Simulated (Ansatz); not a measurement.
Consider MgO in the rock salt structure (space group Fm-3m, No. 225; a = 4.214 Å). Axes: x, y, z lie along the cube axes.

The values are results of PBEsol (Ansatz, a first-principles code; PAW; 420 eV plane waves; no spin-orbit coupling), not measurements.

Before the change:

The band gap is 4.62 eV and the smallest direct gap comes out as 4.62 eV.

Modification: a free-standing slab of 1 layer (2 atoms, 2 a layer) is cut normal to the z axis, with 15 Å of vacuum and the in-plane cell held at bulk; forces were under the threshold from the start, so the atoms kept their bulk positions.

Problem. Predict the new gap character.

Solution. The gap character is indirect, M → Γ.

Problem. What happens to the band gap?

Solution. The band gap decreases by 1.96 eV (4.62 eV → 2.66 eV).

Problem. How does this affect the smallest direct gap?

Solution. The smallest direct gap decreases by 1.61 eV to 3.01 eV.

No phonon test of stability was made. k-point labels follow each cell's own Brillouin zone.
